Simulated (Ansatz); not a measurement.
# InAs, response to strain

The parent structure is InAs in the zinc blende structure (space group F-43m, No. 216; a = 6.087 Å). Axes: x, y, z lie along the cube axes.

Strains are applied to the cell and any free atomic positions relax.

The values are results of PBEsol (Ansatz, a quantum-chemistry and plane-wave program, PAW, spin-orbit coupling left out), earlier PAW set, not measurements.

Candidates:
(a) strain tensor (xx, yy, zz, yz, xz, xy) = (+1.82, −0.22, −0.76, −0.46, −1.28, −0.69) %
(b) isotropic strain +1.71 %
(c) uniaxial strain ε_xx = −0.62 %

Notes on the quantities. energy relative to the base: free energy F.

Question: Order them by energy relative to the base, lowest first.

Answer: (c) uniaxial strain ε_xx = −0.62 % (+0.3 meV/atom), (a) strain tensor (xx, yy, zz, yz, xz, xy) = (+1.82, −0.22, −0.76, −0.46, −1.28, −0.69) % (+4.2 meV/atom), (b) isotropic strain +1.71 % (+12 meV/atom)

The mesh was chosen for an insulator and is coarse for the gapless case. Whether these cells are dynamically stable was not tested. The final runs are not spin-polarised.
